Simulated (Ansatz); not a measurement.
Consider BaTiO3 in the cubic perovskite structure (space group Pm-3m, No. 221; a = 3.970 Å). Axes: x, y, z lie along the cube axes.

Computed with Ansatz (a quantum-chemistry and plane-wave program), PBEsol, PAW, cutoff 420 eV, no spin-orbit coupling.

Before the change:

| Quantity | Result |
|---|---|
| Pressure | -0.01 GPa |

It is then changed as follows: tensile biaxial strain of 1.20 % in the plane normal to [001], as in epitaxy on a mismatched substrate; the out-of-plane cell vector and the atoms relax.

What happens to the pressure, out-of-plane strain and energy relative to the base?

The pressure (mean of the normal stresses, compression positive) decreases by 2.64 GPa (-0.01 GPa → -2.65 GPa); the out-of-plane strain comes out as -0.81 %; the energy grows by 3.8 meV/atom.

Whether these cells are dynamically stable was not tested. The final runs are not spin-polarised. Many cubic perovskites are stable only at high temperature; tilts and polar distortions were not tested. This is not the structure that BaTiO3 has at room temperature and ambient pressure.
